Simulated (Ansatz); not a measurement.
MgS (P6₃mc, No. 186, 4 atoms in the cell; start mp-1185942; a measured phase of this formula has another space group) was calculated with LDA (Ansatz, a quantum-chemistry and plane-wave program, plane waves, PAW).

Settings: plane-wave cutoff 520 eV, 12×12×6 k mesh (along the axes of the cell as run), Fermi–Dirac smearing 0.01 eV, scalar-relativistic PAW data made under PBE.

Cell (relaxed at this level):

```xyz
4
Lattice="3.9846 0.0000 0.0000 -1.9923 3.4507 0.0000 0.0000 0.0000 6.3604" Properties=species:S:1:pos:R:3 pbc="T T T"
Mg     1.9923     1.1502     3.1586
Mg     0.0000     2.3005     6.3388
S      0.0000     2.3005     2.4067
S      1.9923     1.1502     5.5869
```

Problem. Give the computed band gap and bulk modulus.

Solution. 
* **band gap**: 3.35 eV (on the SCF k mesh)
* **bulk modulus**: 61.2 GPa

Note: the relaxation could not lower the start's symmetry, so the cell can be a saddle point above a distorted one; the bulk modulus is −V dP/dV from two relaxed cells at ±2 % in volume.

Computed values are for the static lattice.

A start named mp-… is a Materials Project structure, which need not be a measured phase.
